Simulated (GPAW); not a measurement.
Band structure of Mo3Os (Pm-3n, 8 atoms in the cell).

```xyz
8
Lattice="4.9763 0.0000 0.0000 0.0000 4.9763 0.0000 0.0000 0.0000 4.9763" Properties=species:S:1:pos:R:3 pbc="T T T"
Mo     1.2441     0.0000     2.4881
Mo     3.7322     0.0000     2.4881
Mo     2.4881     3.7322     0.0000
Mo     2.4881     1.2441     0.0000
Mo     0.0000     2.4881     3.7322
Mo     0.0000     2.4881     1.2441
Os     0.0000     0.0000     0.0000
Os     2.4881     2.4881     2.4881
```

Computed with LDA (Perdew-Wang 92), GPAW PAW datasets LDA (gpaw-data 1.0.1) (plane waves; GPAW 25.7.0).

Settings: mode = pw; ecut = 550 eV; xc = LDA; kpts = 5 5 5; mesh shift (steps) = 0 0 0; occupations.name = methfessel-paxton; occupations.width = 0.2 eV; occupations.order = 0; nbands = -16; convergence.forces = 0.001 eV/Å; symmetry.symmorphic = false; symmetry.tolerance = 0.0005; maxiter = 100; bandpath_npoints = 40.

The starting cell comes from a database of computed structures (which also holds hypothetical and non-ambient phases and stackings), without a prior relaxation at this level. Spin-orbit coupling is off. Spin polarisation is off.

Levels in eV from the Fermi level, bands 52 to 59:
```
point     52     53     54     55     56     57     58    59
-----  -----  -----  -----  -----  -----  -----  -----  ----
Γ      -2.06  -1.37  -1.37  -1.37   0.50   0.50   0.50  0.56
X      -1.28  -0.99  -0.99  -0.18  -0.18  -0.12  -0.12  0.22
M      -1.17  -1.17  -0.35  -0.35  -0.01   0.27   0.77  0.80
R      -1.27  -1.27  -1.27   0.58   0.58   0.58   0.58  0.58
```

Bands cross the Fermi level along this path, so the cell is metallic at this level.
